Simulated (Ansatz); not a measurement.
End structure of NH3 on the 1x1 (10-10) surface of wurtzite GaN (cut with top plane Ga + N), one in a 2x1 cell, started at the site 'hollow Ga-Ga-N-N':

Host crystal: wurtzite GaN, with a band gap (PBE, scalar-relativistic without spin-orbit coupling).

```yaml
crystal:
  lattice:
    - [6.43695, 0.00000, 0.00000]
    - [0.00000, 5.24310, 0.00000]
    - [0.00000, 0.00000, 28.50000]
  atoms:
    - { symbol: Ga, position: [0.25000, 0.02811, 0.34683] }
    - { symbol: Ga, position: [0.75000, 0.02811, 0.34683] }
    - { symbol: N, position: [0.25000, 0.37330, 0.33765] }
    - { symbol: N, position: [0.75000, 0.37330, 0.33765] }
    - { symbol: Ga, position: [0.00000, 0.49269, 0.36591] }
    - { symbol: Ga, position: [0.50000, 0.49269, 0.36591] }
    - { symbol: N, position: [0.00000, 0.86834, 0.36879] }
    - { symbol: N, position: [0.50000, 0.86834, 0.36879] }
    - { symbol: Ga, position: [0.00000, 0.00004, 0.43656] }
    - { symbol: Ga, position: [0.50000, 0.00004, 0.43656] }
    - { symbol: N, position: [0.00000, 0.37432, 0.43473] }
    - { symbol: N, position: [0.50000, 0.37432, 0.43473] }
    - { symbol: Ga, position: [0.25000, 0.49484, 0.46645] }
    - { symbol: Ga, position: [0.75000, 0.49484, 0.46645] }
    - { symbol: N, position: [0.25000, 0.87236, 0.46737] }
    - { symbol: N, position: [0.75000, 0.87236, 0.46737] }
    - { symbol: Ga, position: [0.24999, 0.99541, 0.53328] }
    - { symbol: Ga, position: [0.74996, 0.99594, 0.53348] }
    - { symbol: N, position: [0.24993, 0.37219, 0.53235] }
    - { symbol: N, position: [0.74990, 0.37331, 0.53266] }
    - { symbol: Ga, position: [0.00174, 0.49834, 0.56388] }
    - { symbol: Ga, position: [0.49807, 0.49847, 0.56388] }
    - { symbol: N, position: [0.00060, 0.87386, 0.56526] }
    - { symbol: N, position: [0.49934, 0.87390, 0.56527] }
    - { symbol: Ga, position: [0.00117, 0.99269, 0.63295] }
    - { symbol: Ga, position: [0.49893, 0.99276, 0.63299] }
    - { symbol: N, position: [0.00231, 0.37109, 0.63073] }
    - { symbol: N, position: [0.49756, 0.37108, 0.63076] }
    - { symbol: Ga, position: [0.24998, 0.51761, 0.66065] }
    - { symbol: Ga, position: [0.74991, 0.52836, 0.65105] }
    - { symbol: N, position: [0.25006, 0.87696, 0.66442] }
    - { symbol: N, position: [0.75010, 0.87407, 0.66255] }
    - { symbol: N, position: [0.24822, 0.30231, 0.72219] }
    - { symbol: H, position: [0.37408, 0.32924, 0.74347] }
    - { symbol: H, position: [0.11762, 0.32673, 0.74208] }
    - { symbol: H, position: [0.25015, 0.11011, 0.70766] }
```

Slab: 36 atoms, 9.3 Å thick at the start under the adsorbate (thin: gaps and levels are the slab's own); k 3x4x1, smearing 0.01 eV, dipole-corrected; single point; no symmetry held, on the structure that PBE left; no spin, no spin-orbit, no U, no dispersion correction. At the end it is bonded to Ga. In PBE it is, or lies within 0.03 eV of, the lowest of the starts that converged; the order may differ at this level.

A negative adsorption energy means that the adsorbate is more stable on the surface than in its reference.

Question: Give the change of the step from the bottom to the top vacuum level, against the clean slab at the level r2SCAN, at the PBE geometry (Ansatz, a quantum-chemistry and plane-wave program).

Answer: -2.22 eV

Question: Give the adsorption energy against NH3(g) at the same level at the level r2SCAN, at the PBE geometry.

Answer: -1.39 eV
